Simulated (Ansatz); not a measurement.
Cell and atoms of amorphous Ti$_{20}$O$_{43}$B$_{2}$:

```xyz
65
Lattice="9.0125 0.0229 0.2139 0.0229 9.4096 0.2753 0.2139 0.2753 9.4275" Properties=species:S:1:pos:R:3 pbc="T T T"
Ti     7.6036     4.9184     7.8086
Ti     7.5500     5.5833     2.0312
Ti     1.6430     6.0722     8.7675
Ti     8.7446     2.3823     0.8578
Ti     4.6883     6.4861     2.5692
Ti     8.0471     9.3316     5.9188
Ti     5.3991     9.3758     4.0371
Ti     5.4576     2.4922     6.0491
Ti     4.6441     6.5239     8.2051
Ti     2.8336     1.9672     1.4330
Ti     7.7853     2.5945     3.8463
Ti     1.2338     6.8657     2.4044
Ti     5.1349     0.7697     9.1558
Ti     6.0340     5.3596     5.1221
Ti     3.1658     6.8292     5.4771
Ti     2.6497     8.9336     8.4701
Ti     2.5564     0.8177     4.9572
Ti     8.3432     8.8734     9.4669
Ti     5.3216     3.1679     2.2626
Ti     0.3635     5.3872     4.9688
O      3.6526     8.4803     4.9032
O      8.0432     3.5767     8.9724
O      8.8665     1.4441     2.7582
O      2.9761     6.6449     1.9309
O      5.5608     5.0222     1.6584
O      6.1130     1.4567     2.9173
O      4.0016     3.5832     6.2462
O      7.2959     1.5879     5.4728
O      4.9390     6.3459     6.3741
O      2.1701     2.5668     5.1511
O      4.2057     5.7767     4.1822
O      2.2013     0.8785     2.8635
O      2.7240     7.2203     7.3038
O      9.1955     1.0535     9.4930
O      5.3809     1.4484     7.5342
O      0.6502     9.5323     4.7251
O      4.4480     1.3084     4.8998
O      6.4988     3.9967     6.6249
O      0.6258     5.5354     0.9603
O      3.4163     5.4067     8.9188
O      6.5587     6.2097     3.5461
O      4.5007     8.3317     8.7847
O      7.5902     7.0883     1.1001
O      3.5996     3.2026     2.6647
O      8.8634     3.6616     4.7871
O      6.7374     8.5379     4.9627
O      1.2524     7.9802     9.1975
O      7.6141     3.5283     2.1363
O      0.4013     5.5236     7.5867
O      8.1478     8.7718     7.6316
O      5.0481     8.3145     2.5946
O      0.6345     8.5648     2.4630
O      2.2159     0.4497     6.7313
O      7.7689     5.9569     5.9102
O      8.9133     5.7301     3.3949
O      6.5518     9.3958     0.5160
O      1.4763     2.8931     0.7004
O      6.3891     6.0056     8.5783
O      1.5863     6.8429     4.3843
O      6.0024     3.6226     4.2116
O      2.1184     4.8790     5.7327
O      4.7204     2.1229     0.7584
O      2.9330     0.5075     0.1039
B      2.7511     3.6721     5.6989
B      0.7884     0.3518     2.9467
```

Calculation: PBE, scalar-relativistic without spin-orbit coupling (plane waves to 420 eV, PAW; Ansatz, an electronic-structure program).

A CHGNet melt-quench gave the starting glass, which DFT then relaxed. O atoms were pushed apart under 1.9 Å during the dynamics, to hinder bonds among them. The hot cell started wider than the set density and was brought back towards it in steps. It is the lowest in DFT energy of 2 quenches. It is a model cell: composition and starting density were chosen by hand, and all elements were melted together. No dispersion term was used. Its density started from a set value of 3.47 and ended at 3.47 g/cm³. The quench (nominally 300 K/ps over its main leg) was far faster than any real one, so the model tends to hold more defects than a real film. Values belong to this one cell and scatter from quench to quench. The volume was held where the preparation left it and the shape relaxed, at a PBE pressure of 2.6 GPa. Stress components on the final sampling reach 2.7 GPa.

Bonds are counted up to Ti-Ti 3.12 Å, Ti-O 2.42 Å, Ti-B 2.49 Å, O-O 1.58 Å, O-B 1.80 Å, B-B 1.97 Å. Two cations that share two anions don't count as bonded, nor two that share one unless they lie closer than Ti-Ti 3.04 Å, Ti-B 2.42 Å, B-B 1.80 Å.

**Question.** Give the coordination numbers, mean bond lengths and angles.

**Answer.** 
| Quantity | Value |
|---|---|
| Mean coordination of Ti by anions | 5.30 (1 with 4, 12 with 5, 7 with 6) |
| Mean coordination of O | 2.63 (19 with 2, 21 with 3, 3 with 4) |
| Mean coordination of B by anions | 3.50 (1 with 3, 1 with 4) |
| Mean Ti-O bond | 1.946 Å (spread 0.130 Å, 106 counted) |
| Mean O-B bond | 1.434 Å (spread 0.067 Å, 7 counted) |
| Bond angle at Ti | mean 104.8°, spread 26.3° |
| Bond angle at O | mean 119.3°, spread 20.0° |
| Bond angle at B | mean 112.9°, spread 6.0° |

**Question.** List the pairs of like atoms that count as bonded by the rules above.

**Answer.** There are none by these rules.
